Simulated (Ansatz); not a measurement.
SrO: response to strain

Consider SrO in the rock salt structure (space group Fm-3m, No. 225; a = 5.122 Å). Axes: x, y, z lie along the cube axes.

Strains are applied to the cell and any free atomic positions relax; under stress the whole cell relaxes.

Computed with Ansatz (a program for electronic structure), PBEsol, PAW, cutoff 420 eV, no SOC.

| variant | pressure | electron mass | shortest interatomic distance | band gap |
|---|---|---|---|---|
| base | 0.01 GPa | 1.2 mₑ along k, 0.39 mₑ across (at X) | 2.561 Å | 3.20 eV |
| isotropic strain −4.77 % | 19.20 GPa | 1.2 mₑ along k, 0.35 mₑ across (at X) | 2.439 Å | 2.96 eV |
| isotropic strain +1.33 % | -3.39 GPa | 1.2 mₑ along k, 0.40 mₑ across (at X) | 2.595 Å | 3.22 eV |
| isotropic strain +1.63 % | -4.07 GPa | 1.2 mₑ along k, 0.40 mₑ across (at X) | 2.603 Å | 3.22 eV |
| isotropic strain +2.60 % | -6.06 GPa | 1.2 mₑ along k, 0.41 mₑ across (at X) | 2.628 Å | 3.23 eV |
| uniaxial strain ε_yy = −4.27 % | 5.01 GPa | 1.2 mₑ along k, 0.38 mₑ across (at X) | 2.452 Å | 2.91 eV |
| uniaxial stress, 5 GPa compression along z | – | 1.2 mₑ along k, 0.39 mₑ across (at X) | 2.495 Å | 3.02 eV |
| uniaxial stress, 1 GPa tension along z | – | 1.2 mₑ along k, 0.39 mₑ across (at X) | (withheld) | (withheld) |
| tensor shear ε_yz = +2.01 % | -0.01 GPa | – | 2.561 Å | 3.14 eV |
| tensor shear ε_xy = −0.88 % | 0.01 GPa | 1.2 mₑ along k, 0.39 mₑ across (at X) | 2.561 Å | 3.17 eV |

**Question.** What belongs in the blanks?

**Answer.** 
- uniaxial stress, 1 GPa tension along z, shortest interatomic distance: 2.558 Å
- uniaxial stress, 1 GPa tension along z, band gap: 3.18 eV

Effective masses come from finite differences of ±0.01 Å⁻¹. Along k means along the line from Γ to the band edge. Beyond what the load breaks, stability against distortions was not tested.
